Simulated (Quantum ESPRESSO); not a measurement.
A self-consistent single point of Mo₃Se₂S₄ (P3m1, 9 atoms in the cell) with Quantum ESPRESSO.

Method of the run: PBEsol, GBRV 1.5 ultrasoft (PBESOL) pseudopotentials (plane waves; Quantum ESPRESSO).

```yaml
crystal:
  lattice:
    - [3.22651, 0.00000, 0.00000]
    - [-1.61326, 2.79424, 0.00000]
    - [0.00000, 0.00000, 28.50315]
  atoms:
    - { symbol: Mo, position: [0.00000, 0.00000, 0.11634] }
    - { symbol: Mo, position: [0.00000, 0.00000, 0.57830] }
    - { symbol: Mo, position: [0.33333, 0.66667, 0.34630] }
    - { symbol: Se, position: [0.33333, 0.66667, 0.51912] }
    - { symbol: Se, position: [0.33333, 0.66667, 0.63747] }
    - { symbol: S, position: [0.00000, 0.00000, 0.40029] }
    - { symbol: S, position: [0.33333, 0.66667, 0.06235] }
    - { symbol: S, position: [0.33333, 0.66667, 0.17035] }
    - { symbol: S, position: [0.00000, 0.00000, 0.29231] }
```

Reference input (self-consistent single point, DFT, PBEsol, plane waves, GBRV 1.5 ultrasoft (PBESOL) pseudopotentials): ecutwfc = 40 Ry; ecutrho = 320 Ry; occupations = fixed; potentials = {Mo: mo_pbesol_v1.uspp.F.UPF, Se: se_pbesol_v1.uspp.F.UPF, S: s_pbesol_v1.4.uspp.F.UPF}; K_POINTS = automatic 5 5 1 0 0 0; nbnd = 41; conv_thr = 1e-10 Ry; mixing_beta = 0.7. This run's input differs from it in these lines:

```diff
@@ -37,3 +37,3 @@
 K_POINTS automatic
-5 5 1  0 0 0
+11 11 2  0 0 0
 CELL_PARAMETERS alat
```

Log, with long lists cut:

```
     Self-consistent Calculation

     iteration #  1     ecut=    40.00 Ry     beta= 0.70

     Threshold (ethr) on eigenvalues was too large:
     Diagonalizing with lowered threshold

     negative rho (up, down):  9.908E-04 0.000E+00

     total energy              =    -601.01730659 Ry
     estimated scf accuracy    <       0.44444304 Ry

     iteration #  2     ecut=    40.00 Ry     beta= 0.70

     negative rho (up, down):  1.038E-03 0.000E+00

     total energy              =    -599.84523086 Ry
     estimated scf accuracy    <      20.45256909 Ry

     iteration #  3     ecut=    40.00 Ry     beta= 0.70
     c_bands:  1 eigenvalues not converged
     c_bands:  1 eigenvalues not converged

     negative rho (up, down):  9.089E-04 0.000E+00

     total energy              =    -597.93421687 Ry
     estimated scf accuracy    <     248.71052357 Ry

   [... 24 blocks of this kind left out ...]

     iteration # 28     ecut=    40.00 Ry     beta= 0.70

     negative rho (up, down):  9.439E-04 0.000E+00

     total energy              =    -601.24272973 Ry
     estimated scf accuracy    <          1.6E-10 Ry

     iteration # 29     ecut=    40.00 Ry     beta= 0.70

     negative rho (up, down):  9.439E-04 0.000E+00
     End of self-consistent calculation

     highest occupied, lowest unoccupied level (ev):     5.0191    5.9808

!    total energy              =    -601.24272973 Ry
     estimated scf accuracy    <          2.9E-11 Ry

     convergence has been achieved in  29 iterations

     negative rho (up, down):  9.439E-04 0.000E+00

     Forces acting on atoms (cartesian axes, Ry/au):

     atom    1 type  1   force =     0.00000000    0.00000000   -0.00000233
     atom    2 type  1   force =     0.00000000   -0.00000000    0.00041955
     atom    3 type  1   force =     0.00000000   -0.00000000   -0.00047937
     atom    4 type  2   force =     0.00000000    0.00000000    0.00418940
     atom    5 type  2   force =     0.00000000    0.00000000   -0.00576164
     atom    6 type  3   force =     0.00000000   -0.00000000   -0.00551116
   [... lines left out ...]
     Total force =     0.014616     Total SCF correction =     0.000039
   [... lines left out ...]

     negative rho (up, down):  9.439E-04 0.000E+00
          total   stress  (Ry/bohr**3)                   (kbar)     P=      -22.41
  -0.00018850  -0.00000000   0.00000000          -27.73       -0.00        0.00
  -0.00000000  -0.00018850   0.00000000           -0.00      -27.73        0.00
   0.00000000   0.00000000  -0.00007994            0.00        0.00      -11.76

   JOB DONE.
```

The run converged in 29 iterations. Against the reference run the free energy hardly moves (within 1 meV/atom), the pressure hardly changes (-2.22 to -2.24 GPa), the largest force hardly changes (0.189 to 0.190 eV/Å) and the gap on the mesh goes from 1.260 to 0.962 eV.

The starting cell comes from a database of computed structures (which also holds hypothetical and non-ambient phases and stackings), without a prior relaxation at this level.

Cost on one core of a shared machine: roughly 9 min.
